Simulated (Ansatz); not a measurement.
Input:

```xyz
2
Lattice="3.1107 0.0000 0.0000 1.5554 2.6940 0.0000 0.0000 0.0000 5.0598" Properties=species:S:1:pos:R:3 pbc="T T T"
Hf     3.1107     1.7960     3.7948
Hf     1.5554     0.8980     1.2649
```

No spin polarisation.

Computed with PBEsol in Ansatz (plane waves to 420 eV, PAW, without spin-orbit coupling). k-mesh 21×21×12 (Γ-centred); smearing 0.1 eV (Fermi–Dirac).

Predict the pressure, space group and band gap.


- Pressure (mean of the normal stresses, compression positive): 2.2 GPa
- Space group: P6_3/mmc (No. 194)
- Band gap: zero

The cells carry an imposed strain or load. No phonon test of stability was made. All final runs are without spin polarisation. The cell was made from Hf in the hcp (Mg type) structure (space group P6_3/mmc, No. 194) by this change: biaxial strain −1.50 %, plane normal [001], relaxed out of plane.

Ansatz is a quantum-chemistry and plane-wave program.
